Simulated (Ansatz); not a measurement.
Here is the system:

```yaml
crystal:
  lattice:
    - [4.43284, 0.00000, 0.00000]
    - [2.21642, 3.83895, 0.00000]
    - [0.00000, 0.00000, 7.08758]
  atoms:
    - { symbol: Cd, position: [0.66667, 0.66667, 0.00257] }
    - { symbol: Cd, position: [0.33333, 0.33333, 0.50257] }
    - { symbol: Se, position: [0.66667, 0.66667, 0.62263] }
    - { symbol: Se, position: [0.33333, 0.33333, 0.12263] }
```

No spin polarisation.

Calculations: PBE, PAW, 420 eV (Ansatz, a first-principles code; spin-orbit coupling left out), earlier PAW set. k-mesh 9×9×5 (Γ-centred); smearing 0.05 eV (Fermi–Dirac).

Question: Predict the pressure (mean of the normal stresses, compression positive).

Answer: -0.57 GPa.

Question: Estimate the valence-band top at Γ (three highest levels, from the VBM).

Answer: 0.00, -0.03, -0.03 eV.

Question: Predict the gap character.

Answer: Direct at Γ.

The cells carry an imposed strain or load. No phonon test of stability was made. The cell was made from CdSe in the wurtzite structure (space group P6_3mc, No. 186) by this change: biaxial strain +1.14 %, plane normal [001], relaxed out of plane.
